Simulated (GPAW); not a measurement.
GPAW 25.7.0, DFT, PBE, plane waves, PAW datasets of gpaw-data 1.0.1: fcc Cu, atoms displaced, 4 atoms. Basis and mesh were picked for this test and aren't claimed converged.

```python
from ase import Atoms
from ase.parallel import parprint
from gpaw import GPAW

atoms = Atoms(
    'Cu4',
    cell=
    [[3.6150000, 0.0000000, 0.0000000],
     [0.0000000, 3.6150000, 0.0000000],
     [0.0000000, 0.0000000, 3.6150000]],
    scaled_positions=
    [[0.0047510, 0.9994140, 0.0013070],
     [0.9969670, 0.5008220, 0.5101350],
     [0.5106360, 0.0063280, 0.5027500],
     [0.4998450, 0.5007100, 0.0011000]],
    pbc=True)
atoms.calc = GPAW(
    mode={'name': 'pw', 'ecut': 500},
    xc='PBE',
    kpts={'size': [6, 6, 6], 'gamma': True},
    occupations={'name': 'fermi-dirac', 'width': 0.1},
    convergence={'density': 1e-05},
    maxiter=150,
    parallel={'kpt': 1, 'band': 4, 'domain': 4, 'sl_auto': False, 'augment_grids': True},
    txt='-')
parprint('free energy', atoms.get_potential_energy(force_consistent=True))
parprint('forces', atoms.get_forces().tolist())
```

```bash
OMP_NUM_THREADS=1 mpirun -np 16 gpaw python run.py
```

The program reports k-points after symmetry: 112, bands: 31, electrons: 44, plane waves: 1222, coarse grid: 20*20*20, symmetry operations: 1.

Machine: one whole node, AMD EPYC (Zen 5), 96 cores on 1 socket, no SMT, 12 L3 cache groups; 94 cores' worth of CPU time may be used.

On 16 ranks this takes 12 s. Times are wall-clock medians of two to five runs, from launch to exit, with nothing else on the machine. Processes are pinned to neighbouring cores unless said otherwise. The build: conda-forge: Open MPI, OpenMP, OpenBLAS, FFTW, ScaLAPACK, ELPA; another build can shift the numbers. Scratch files lie in a memory file system.

Problem. Speed this job up; the result has to stay within 1.0 meV/atom in energy, 10 meV/Å in forces (largest component). Keep to 16 cores.

Solution. One answer among several that fit: going from parallel.kpt = 1, parallel.band = 4, parallel.domain = 4 to parallel.kpt = 16, parallel.band = 1, parallel.domain = 1, the fastest among the values tried that keep the result.

```diff
-    parallel={'kpt': 1, 'band': 4, 'domain': 4, 'sl_auto': False, 'augment_grids': True},
+    parallel={'kpt': 16, 'band': 1, 'domain': 1, 'sl_auto': False, 'augment_grids': True},
```

Time: 12 s to 4.9 s (2.4× as fast). The largest move is in the band solver (Davidson, Orthonormalize): 8.4 s to 1.7 s. What the program resolved moves too: domains from 2 x 2 x 1 to 1 x 1 x 1. These two results differ by: energy under 0.001 meV/atom, forces (largest component) under 0.001 meV/Å. Others tried: parallel.kpt = 8, parallel.band = 2, parallel.domain = 1 (5.7 s); parallel.kpt = 4, parallel.band = 1, parallel.domain = 4 (6.1 s); parallel.kpt = 2, parallel.band = 2, parallel.domain = 4 (8.1 s); parallel.kpt = 2, parallel.band = 4, parallel.domain = 2 (8.7 s); parallel.kpt = 2, parallel.band = 8, parallel.domain = 1 (11 s); parallel.kpt = 1, parallel.band = 2, parallel.domain = 8 (12 s); parallel.kpt = 1, parallel.band = 1, parallel.domain = 16 (12 s); parallel.kpt = 1, parallel.band = 16, parallel.domain = 1 (21 s).
